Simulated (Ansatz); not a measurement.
CaSnSe3 (model structure, started from the cubic perovskite type, Pm-3m, No. 221, 5 atoms in the cell), treated with PBEsol (PAW; Ansatz, a quantum-chemistry and plane-wave program).

Input:

Ansatz 0.2 input:
```yaml
crystal:
  lattice:
    - [5.2112687586, 0.0, 0.0]
    - [0.0, 5.2112687586, 0.0]
    - [0.0, 0.0, 5.2112687586]
  atoms:
    - { symbol: Ca, position: [0.0, 0.0, 0.0] }
    - { symbol: Sn, position: [0.5, 0.5, 0.5] }
    - { symbol: Se, position: [0.0, 0.5, 0.5] }
    - { symbol: Se, position: [0.5, 0.5, 0.0] }
    - { symbol: Se, position: [0.5, 0.0, 0.5] }
basis:
  ecutwfc: 520
  ecutrho_ratio: 4
  xc_grid: 2
kpoints:
  mp_grid: { grid: [12, 12, 12] }
hamiltonian:
  xc: pbesol
  dispersion: none
  pseudopotentials: { kind: paw }
scf:
  occupations: { method: fermi_dirac, width: 0.05 }
  convergence: { dr2_threshold: 0.0000000005 }
output:
  forces: true
  stress: true
  eigenvalues: true
```

Excerpt of the program's output:

```
Crystal: 5 atoms, lattice volume = 141.524 Å³
Basis set: ecut = 520 eV, 3791 PW (Γ), exchange–correlation on 80×80×80 points (8 copies of the dense FFT grid, shifted against one another)
Bands: 44, of which v1, the nominal top of the filled ones, is band 36 counted from 1 (35 counted from 0)
Symmetry: 48 space group operations
Space group: Pm-3m (ITA 221), of the structure as read, at distance tolerance 5.2e-5 Å
k-points: 84 of 1728
Functional: x = pbesol(κ = 0.804, μ = 0.12345679012345678), c = pbesol(β = 0.046)
SCF iter   1: F=—  HF=-24018.752827 eV  |F-HF|=—  |Δ(HF+E_count)|=         —  Δρ=4.38e-3  dr2=3.53e-2
SCF iter   2: F=—  HF=-24018.744790 eV  |F-HF|=—  |Δ(HF+E_count)|=   8.04e-3  Δρ=1.23e-3  dr2=1.36e-3
  ...
SCF iter   7: F=—  HF=-24018.743661 eV  |F-HF|=—  |Δ(HF+E_count)|=   5.11e-9  Δρ=1.01e-6  dr2=1.06e-9
SCF iter   8: F=-24018.743661 eV  HF=-24018.743661 eV  |F-HF|=1.46e-11  |Δ(HF+E_count)|=  2.47e-10  Δρ=1.83e-7  dr2=3.89e-11
SCF 1 converged in 8 iterations: F = -24018.743661 eV  dr2 = 3.89e-11
SCF converged after 8 iterations
Free energy (F): -24018.743661 eV
Internal energy: -24018.722168 eV  (E = F + TS)
E sigma→0 (E₀):  -24018.732914 eV
Fermi energy:    7.183984 eV
--- Forces (eV/Å), atoms counted from 1 ---
  atom   1  Ca    -0.00000000     0.00000000     0.00000000
  atom   2  Sn     0.00000000    -0.00000000     0.00000000
  atom   3  Se     0.00000000    -0.00000000    -0.00000000
  atom   4  Se     0.00000000     0.00000000     0.00000000
  atom   5  Se     0.00000000    -0.00000000     0.00000000
--- Stress (GPa, compression-positive) ---
        0.006927       0.000000       0.000000
        0.000000       0.006927       0.000000
       -0.000000       0.000000       0.006927
  P = ⅓ Tr σ = 0.0069 GPa (0.069 kbar)
```

The PAW data were made under PBE.

Note: the relaxation could raise the start's symmetry but not lower it, so the cell can be a saddle point.

Computing time: about 40 core-seconds (a rough figure).

A model structure was made by putting elements into a prototype or built by hand; it is no filed structure, need not be a known phase, and can be a saddle point held by its symmetry.
